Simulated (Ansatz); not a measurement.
# Several settings converged on ReTc (P3m1, 2 atoms in the cell)

```yaml
crystal:
  lattice:
    - [2.74105, 0.00000, 0.00000]
    - [-1.37053, 2.37382, 0.00000]
    - [0.00000, 0.00000, 4.42695]
  atoms:
    - { symbol: Tc, position: [0.66667, 0.33333, 0.01129] }
    - { symbol: Re, position: [0.00000, 0.00000, 0.50000] }
```

Base method: PBEsol, default PAW files made with PBE (plane waves; Ansatz, a quantum-chemistry and plane-wave program).

Base settings: basis.ecutwfc = 500 eV; kpoints.mp_grid.grid = 14 14 8; hamiltonian.xc = pbesol; hamiltonian.pseudopotentials = {kind: paw} (the program's default PAW files); scf.occupations.method = fermi_dirac; scf.occupations.width = 0.1 eV.

The count of work is k-points × plane waves × bands × iterations; it is no time. Core times come from one kind of shared machine, to one figure; runs under 30 s give none.

**The width of Fermi-Dirac smearing**

In this ladder: kpoints.mp_grid.grid = 23 23 13.

Narrow widths need finer meshes than wide ones, so the last steps can hold mesh noise.

Only quantities that move along the ladder and can be compared are tabulated; pressure and forces are left out, as mesh noise rules them at narrow widths.

```tsv
scf.occupations.width	free energy less the last step's (meV/atom)	energy extrapolated to zero width less the last step's (meV/atom)
1 eV	-1563.15	-4.53
0.5 eV	-382.44	7.31
0.3 eV	-131.84	4.83
0.2 eV	-54.76	2.72
0.1 eV	-10.31	0.58
0.05 eV	0.00	0.00
```

Widest scf.occupations.width that holds the energy extrapolated to zero width within 2 meV/atom of the last step, with all finer ones: 0.1 eV; the step before is off by 2.7 meV/atom.

Widest scf.occupations.width that holds the free energy within 5 meV/atom: not settled: the last two steps still differ by 10 meV/atom, over half the tolerance, so the ladder does not show it.

The extrapolation to zero width removes most of the smearing's effect on the energy.

**The width of Methfessel-Paxton smearing**

In this ladder: kpoints.mp_grid.grid = 23 23 13; scf.occupations.method = methfessel_paxton.

Narrow widths need finer meshes than wide ones, so the last steps can hold mesh noise.

Only quantities that move along the ladder and can be compared are tabulated; pressure and forces are left out, as mesh noise rules them at narrow widths.

```tsv
scf.occupations.width	free energy less the last step's (meV/atom)
1 eV	11.21
0.5 eV	3.48
0.3 eV	1.03
0.2 eV	0.38
0.1 eV	0.02
0.05 eV	0.00
```

Widest scf.occupations.width that holds the free energy within 0.5 meV/atom of the last step, with all finer ones: 0.2 eV; the step before is off by 1.0 meV/atom.

**The mesh under tetrahedron occupations**

In this ladder: scf.occupations.method = tetrahedron; scf.occupations.width = default.

Only quantities that move along the ladder and can be compared are tabulated.

```tsv
kpoints.mp_grid.grid	free energy less the last step's (meV/atom)	pressure (GPa)	largest difference of a force vector from the last step's (eV/Å)	count of work / last	core time / last (rough)
6 6 3	-33.43	-2.07	0.078	0.011	–
7 7 4	-4.80	-2.49	0.258	0.019	–
9 9 5	3.95	-2.09	0.045	0.031	–
11 11 6	3.54	-2.34	0.117	0.058	–
13 13 7	-1.24	-2.39	0.025	0.079	–
17 17 9	-0.01	-2.45	0.014	0.16	–
21 21 11	-0.02	-2.44	0.012	0.30	0.3
26 26 14	0.01	-2.49	0.009	0.56	0.5
32 32 17	0.00	-2.50	0.000	1.0	1
```

Coarsest kpoints.mp_grid.grid that holds the pressure within 0.2 GPa of the last step, with all finer ones: 11 11 6, at 0.058 of the last step's count of work; the step before is off by 0.41 GPa.

Coarsest kpoints.mp_grid.grid that holds the free energy within 0.5 meV/atom of the last step, with all finer ones: 17 17 9, at 0.16 of the last step's count of work; the step before is off by 1.2 meV/atom.

Two neighbours can agree and both be off: 9 9 5 and 11 11 6 differ by 0.41 meV/atom in the free energy, yet lie about 3.5 meV/atom from the last step.

On the base run: the starting cell comes from a database of computed structures (which also holds hypothetical and non-ambient phases and stackings), without a prior relaxation at this level. Its lattice was rescaled by up to half a per cent. One atom was moved a little off its site on purpose. Spin polarisation is off. Ansatz's pressure includes its estimate of the finite-basis (Pulay) stress.

Left out of this page: 4 runs of the series outside the window shown, repeating another row's setting, or not comparable.

Keys are those of Ansatz 0.2.
